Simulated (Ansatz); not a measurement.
Results of LDA in Ansatz (PAW) for InP (model structure, within 0.1 Å of P6₄22, No. 181, 6 atoms in the cell).

Run with plane-wave cutoff 520 eV, 18×18×6 k mesh (along the axes of the cell as run), Fermi–Dirac smearing 0.05 eV, scalar-relativistic PAW data made under PBE.

Cell (relaxed at this level):

```
InP
1.0
    4.09021     0.00000     0.00000
   -2.04510     3.54222     0.00000
    0.00000     0.00000     9.15277
In P
3 3
Direct
  0.00000   0.49949   0.66667
  0.50051   0.50051   0.00000
  0.49949   0.00000   0.33333
  0.00000   0.49970   0.16667
  0.50030   0.50030   0.50000
  0.49970   0.00000   0.83333
```

Q: Give the computed band gap, smallest direct gap on the k points sampled and bulk modulus B0.

A: 
- band gap = 0.01 eV (under three smearing widths, so not firm)
- smallest direct gap on the k points sampled = 0.02 eV (under three smearing widths, so not firm)
- bulk modulus B0 = 78.0 GPa

Note: the bulk modulus is −V dP/dV from two relaxed cells at ±2 % in volume.

Spin–orbit coupling is not included; it can close the smallest gap of 0.01 eV.

It cost about 3 core-minutes (a rough figure) of CPU time.

A model structure was made by putting elements into a prototype or built by hand; it is no filed structure, need not be a known phase, and can be a saddle point held by its symmetry.

Ansatz is a first-principles code.
